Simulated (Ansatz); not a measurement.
Input:

End structure of the (100) surface of rock-salt TiN, W on all Ti sites of the second plane (bottom of the slab: a bare face, its two planes held):

```
CELL_PARAMETERS angstrom
      3.00301     0.00000     0.00000
      0.00000     3.00301     0.00000
      0.00000     0.00000    27.00000
ATOMIC_POSITIONS crystal
  N  0.00000 0.00000 0.30294
  Ti 0.50000 0.50000 0.30294
  N  0.50000 0.50000 0.38159
  Ti 0.00000 0.00000 0.38159
  N  0.00000 0.00000 0.46032
  Ti 0.50000 0.50000 0.46020
  N  0.50000 0.50000 0.53956
  Ti 0.00000 0.00000 0.53703
  N  0.00000 0.00000 0.61817
  W  0.50000 0.50000 0.62152
  N  0.50000 0.50000 0.70335
  Ti 0.00000 0.00000 0.69409
```

Model: 12-atom slab, 10.6 Å thick at the start with caps and adatoms (thin: gaps and levels are the slab's own), 12x12x1 mesh, Fermi-Dirac 0.1 eV, dipole correction, 4 atoms held, the rest relaxed; symmetry of the start imposed; no spin, no spin-orbit, no U. In PBE it lies 0.25 eV a 1x1 cell over the lowest computed structure of the same composition (W on all Ti sites of the top plane).

Q: Estimate the work function of the top face that PBE in Ansatz (a first-principles code) returns for this input.

A: 3.26 eV
